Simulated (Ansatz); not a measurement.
**One base run on CdS (F-43m, 2 atoms in the cell) and variants with one or two settings moved**

```
CdS
1.0
    0.00000     3.01005     3.01005
    3.01005     0.00000     3.01005
    3.01005     3.01005     0.00000
Cd S
1 1
Direct
  0.00000   0.00000   0.00000
  0.25000   0.25000   0.25000
```

Base run A: Ansatz (a quantum-chemistry and plane-wave program) with HSE06, default PAW files made with PBE, self-consistent single point.

Its settings: basis.ecutwfc = 420 eV; kpoints.mp_grid.grid = 8 8 8; hamiltonian.xc = hse06; hamiltonian.pseudopotentials = {kind: paw} (the program's default PAW files); scf.occupations.method = fixed.

The starting cell comes from a database of computed structures (which also holds hypothetical and non-ambient phases and stackings), without a prior relaxation at this level. Its lattice was rescaled by a random factor within 2.5 % of one. In the base run, with a pressure of about -3 GPa the cell is away from its equilibrium volume at this level. Ansatz's pressure includes its estimate of the finite-basis (Pulay) stress.

ΔF is the free energy per atom less that of run A. A dash stands where there is no value to compare (another energy zero or no entropy term, no result, no spin, no clean gap, or a mesh too coarse for one). Total energies depend on the potentials, the functional and any Hubbard or dispersion term, so they are compared only between runs that share all of them.

Runs:
- B: hamiltonian.xc: hse06 → pbe [PBE]
- C: hamiltonian.xc: hse06 → pbe0 [PBE0]
- D: kpoints.mp_grid.grid: 8 8 8 → 5 5 5
- E: kpoints.mp_grid.grid: 8 8 8 → 7 7 7
- F: scf.convergence.dr2_threshold: default (1e-07 eV) → 1e-08 eV
- G: scf.exx.singularity: default → none
- H: scf.mixing.algorithm: default (the program chose MSR1) → broyden; scf.mixing.ndim: default → 12

```csv
run,ΔF (meV/atom),pressure (GPa),gap on the mesh (eV),k-points
A,0.00,-3.46,1.921,29
B,–,-2.25,0.936,29
C,–,-3.62,2.544,29
D,2.4,-3.44,1.925,10
E,0.13,-3.46,1.921,20
F,0.00,-3.46,1.921,29
G,–,-3.46,1.921,29
H,0.00,-3.46,1.921,29
```

Run D against A: The free energy goes up by 2.4 meV/atom, the pressure moves little (-3.46 to -3.44 GPa) and the gap on the mesh moves little (1.921 to 1.925 eV).

Run C against A: The pressure goes from -3.46 to -3.62 GPa and the gap on the mesh goes from 1.921 to 2.544 eV.

Left out of this page: 1 run of the series stopped by limits of time or memory.

Keys are those of Ansatz 0.2.
